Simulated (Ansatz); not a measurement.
Input and output of a self-consistent single point for LaP (I4mm, 2 atoms in the cell) (Ansatz, an electronic-structure program).

Computed with LDA (PW92), harder PAW files (source: ansatz) made with PBE (plane waves; Ansatz).

```
CELL_PARAMETERS angstrom
      0.00000     3.02415     3.02415
      3.02415     0.00000     3.02415
      3.02415     3.02415     0.00000
ATOMIC_POSITIONS crystal
  La 0.00827 0.00827 0.99173
  P  0.50000 0.50000 0.50000
```

Reference input (self-consistent single point, DFT, LDA (PW92), plane waves, default PAW files made with PBE): basis.ecutwfc = 420 eV; kpoints.mp_grid.grid = 9 9 9; hamiltonian.xc = lda; hamiltonian.pseudopotentials = {kind: paw} (the program's default PAW files); scf.occupations.method = fermi_dirac; scf.occupations.width = 0.1 eV. This run's input differs from it in these lines:

Ansatz 0.2 input:
```diff
@@ -9,3 +9,3 @@
 basis:
-  ecutwfc: 420.0 eV
+  ecutwfc: 720.0 eV
 kpoints:
@@ -14,3 +14,3 @@
   xc: lda
-  pseudopotentials: { kind: paw }
+  pseudopotentials: { kind: paw, source: ansatz }
 scf:
```

Output (repeated stretches shortened):

```
SCF iter   1: F=—  HF=-6828.981369 eV  |F-HF|=—  |Δ(HF+E_count)|=         —  Δρ=2.13e-2  dr2=3.39e-1  ethr=3.10e-3  ⟨swp⟩=6.5  Hψ=5659  notcnv=0
all-band conjugate gradients solve this SCF's bands
preconditioner: auto → Kerker (q_TF=auto, 2.219 Å⁻¹)
SCF iter   2: F=—  HF=-6828.893581 eV  |F-HF|=—  |Δ(HF+E_count)|=   8.78e-2  Δρ=1.25e-2  dr2=1.20e-1  ethr=2.12e-3  ⟨swp⟩=3.0  Hψ=2021  notcnv=0
SCF iter   3: F=—  HF=-6828.867280 eV  |F-HF|=—  |Δ(HF+E_count)|=   2.63e-2  Δρ=3.20e-3  dr2=8.19e-3  ethr=7.48e-4  ⟨swp⟩=2.8  Hψ=1508  notcnv=0
SCF iter   4: F=—  HF=-6828.866105 eV  |F-HF|=—  |Δ(HF+E_count)|=   1.18e-3  Δρ=9.13e-4  dr2=7.07e-4  ethr=5.12e-5  ⟨swp⟩=2.9  Hψ=1528  notcnv=0
SCF iter   5: F=—  HF=-6828.866088 eV  |F-HF|=—  |Δ(HF+E_count)|=   1.65e-5  Δρ=2.95e-4  dr2=5.41e-5  ethr=4.42e-6  ⟨swp⟩=2.0  Hψ=1147  notcnv=0
SCF iter   6: F=—  HF=-6828.866097 eV  |F-HF|=—  |Δ(HF+E_count)|=   8.24e-6  Δρ=4.21e-5  dr2=8.33e-7  ethr=3.38e-7  ⟨swp⟩=2.3  Hψ=1235  notcnv=0
SCF iter   7: F=-6828.866097 eV  HF=-6828.866097 eV  |F-HF|=5.02e-8  |Δ(HF+E_count)|=   2.42e-7  Δρ=7.06e-6  dr2=5.74e-8  ethr=6.25e-10  ⟨swp⟩=11.1  Hψ=6377  notcnv=0
SCF 1 converged in 7 iterations: F = -6828.866097 eV  dr2 = 5.74e-8
Free energy (F): -6828.866097 eV
Internal energy: -6828.857248 eV  (E = F + TS)
E sigma→0 (E₀):  -6828.861672 eV
Entropy (-TS):   -0.008849 eV (-4.424 meV/atom)
Fermi energy:    8.749065 eV
--- Forces (eV/Å), atoms counted from 1 ---
  atom   1  La     0.00000000     0.00000000    -0.11323734
  atom   2  P      0.00000000     0.00000000     0.11321775
--- Stress (GPa, compression-positive) ---
       -4.014162       0.000000       0.000000
        0.000000      -4.014162       0.000000
        0.000000      -0.000000      -3.821078
  P = ⅓ Tr σ = -3.9498 GPa (-39.498 kbar)
  The stress holds the Pulay correction. Without it, at fixed plane waves, as pw.x and ABINIT print it: P = -3.9502 GPa
```

The run converged in 7 iterations. Against the reference run the pressure moves little (-3.99 to -3.95 GPa) and the largest force stays at 0.113 eV/Å.

The starting cell comes from a database of computed structures (which also holds hypothetical and non-ambient phases and stackings), without a prior relaxation at this level. Its lattice was rescaled by up to half a per cent. One atom was moved a little off its site on purpose. Ansatz's pressure includes its estimate of the finite-basis (Pulay) stress.
